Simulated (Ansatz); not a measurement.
A self-consistent single point of a (110) slab of LaP (cut from a parent of space group no. 225; 8 atoms in the cell) with Ansatz (a program for electronic structure).

Computed with LDA (PW92), default PAW files made with PBE (plane waves; Ansatz).

The change in words: vacuum of 5 angstrom (first run: 14 Å). Reference geometry:
```xyz
8
Lattice="6.0483 0.0000 0.0000 0.0000 4.2768 0.0000 0.0000 0.0000 20.4152" Properties=species:S:1:pos:R:3 pbc="T T T"
La     0.0000     1.0692     9.1384
La     3.0242     3.2076     7.0000
La     0.0000     1.0692    13.4152
La     3.0242     3.2076    11.2768
P      0.0000     3.2076     7.0000
P      3.0242     1.0692     9.1384
P      0.0000     3.2076    11.2768
P      3.0242     1.0692    13.4152
```

Reference input (self-consistent single point, DFT, LDA (PW92), plane waves, default PAW files made with PBE): basis.ecutwfc = 420 eV; kpoints.mp_grid.grid = 5 7 1; hamiltonian.xc = lda; hamiltonian.pseudopotentials = {kind: paw} (the program's default PAW files); scf.occupations.method = fermi_dirac; scf.occupations.width = 0.1 eV. This run's input differs from it in these lines:

Ansatz 0.2 input:
```diff
@@ -5,12 +5,12 @@
     - [0.00000000, 4.27679400, 0.00000000]
-    - [0.00000000, 0.00000000, 20.41518500]
+    - [0.00000000, 0.00000000, 11.41518600]
   atoms:
-    - { symbol: La, position: [0.00000000, 0.25000000, 0.44762700] }
-    - { symbol: La, position: [0.50000000, 0.75000000, 0.34288200] }
-    - { symbol: La, position: [0.00000000, 0.25000000, 0.65711800] }
-    - { symbol: La, position: [0.50000000, 0.75000000, 0.55237300] }
-    - { symbol: P, position: [0.00000000, 0.75000000, 0.34288200] }
-    - { symbol: P, position: [0.50000000, 0.25000000, 0.44762700] }
-    - { symbol: P, position: [0.00000000, 0.75000000, 0.55237300] }
-    - { symbol: P, position: [0.50000000, 0.25000000, 0.65711800] }
+    - { symbol: La, position: [0.00000000, 0.25000000, 0.40633500] }
+    - { symbol: La, position: [0.50000000, 0.75000000, 0.21900700] }
+    - { symbol: La, position: [0.00000000, 0.25000000, 0.78099300] }
+    - { symbol: La, position: [0.50000000, 0.75000000, 0.59366500] }
+    - { symbol: P, position: [0.00000000, 0.75000000, 0.21900700] }
+    - { symbol: P, position: [0.50000000, 0.25000000, 0.40633500] }
+    - { symbol: P, position: [0.00000000, 0.75000000, 0.59366500] }
+    - { symbol: P, position: [0.50000000, 0.25000000, 0.78099300] }
 basis:
```

The program printed (abridged):

```
SCF iter   1: F=—  HF=-27216.317125 eV  |F-HF|=—  |Δ(HF+E_count)|=         —  Δρ=4.64e-3  dr2=1.62e-1  ethr=1.77e-3  ⟨swp⟩=8.7  Hψ=2615  notcnv=0
all-band conjugate gradients solve this SCF's bands
preconditioner: auto → LDOS
SCF iter   2: F=—  HF=-27216.370594 eV  |F-HF|=—  |Δ(HF+E_count)|=   5.35e-2  Δρ=4.77e-3  dr2=5.78e-1  ethr=2.53e-4  ⟨swp⟩=7.4  Hψ=1574  notcnv=0  recentre
   [... lines left out ...]
SCF iter   5: F=—  HF=-27216.289014 eV  |F-HF|=—  |Δ(HF+E_count)|=   2.84e-4  Δρ=9.76e-5  dr2=7.01e-5  ethr=1.56e-6  ⟨swp⟩=2.8  Hψ=915  notcnv=0
SCF iter   6: F=—  HF=-27216.288965 eV  |F-HF|=—  |Δ(HF+E_count)|=   4.91e-5  Δρ=2.75e-5  dr2=1.09e-5  ethr=1.10e-7  ⟨swp⟩=3.2  Hψ=887  notcnv=0
SCF iter   7: F=—  HF=-27216.288964 eV  |F-HF|=—  |Δ(HF+E_count)|=   8.33e-7  Δρ=9.63e-6  dr2=8.25e-7  ethr=1.71e-8  ⟨swp⟩=2.1  Hψ=618  notcnv=0
SCF iter   8: F=-27216.288964 eV  HF=-27216.288964 eV  |F-HF|=4.27e-9  |Δ(HF+E_count)|=   7.44e-9  Δρ=2.51e-6  dr2=2.01e-8  ethr=1.56e-10  ⟨swp⟩=15.4  Hψ=3492  notcnv=0
SCF 1 converged in 8 iterations: F = -27216.288964 eV  dr2 = 2.01e-8
Free energy (F): -27216.288964 eV
Internal energy: -27216.229007 eV  (E = F + TS)
E sigma→0 (E₀):  -27216.258985 eV
Entropy (-TS):   -0.059957 eV (-7.495 meV/atom)
Fermi energy:    5.993951 eV
--- Forces (eV/Å), atoms counted from 1 ---
  atom   1  La     0.00000000     0.00000000    -0.71989425
  atom   2  La     0.00000000     0.00000000     0.99640629
  atom   3  La     0.00000000     0.00000000    -0.99640629
  atom   4  La     0.00000000     0.00000000     0.71989425
  atom   5  P      0.00000000     0.00000000     0.52562222
  atom   6  P      0.00000000     0.00000000    -0.90895656
  atom   7  P      0.00000000     0.00000000     0.90895656
  atom   8  P      0.00000000     0.00000000    -0.52562222
--- Stress (GPa, compression-positive) ---
       -7.679599       0.000000       0.000000
        0.000000      -2.988127       0.000000
        0.000000       0.000000      -6.064027
  P = ⅓ Tr σ = -5.5773 GPa (-55.773 kbar)
  The stress holds the Pulay correction. Without it, at fixed plane waves, as pw.x and ABINIT print it: P = -5.5910 GPa
```

The run converged in 8 iterations. Against the reference run the free energy drops by 47.6 meV/atom and the largest force goes from 1.334 to 0.996 eV/Å.

The starting cell comes from a database of computed structures (which also holds hypothetical and non-ambient phases and stackings), without a prior relaxation at this level. The slab is cut from that crystal, and its faces are unrelaxed. Its lattice was rescaled by up to half a per cent. Spin polarisation is off, though cut faces can carry moments.
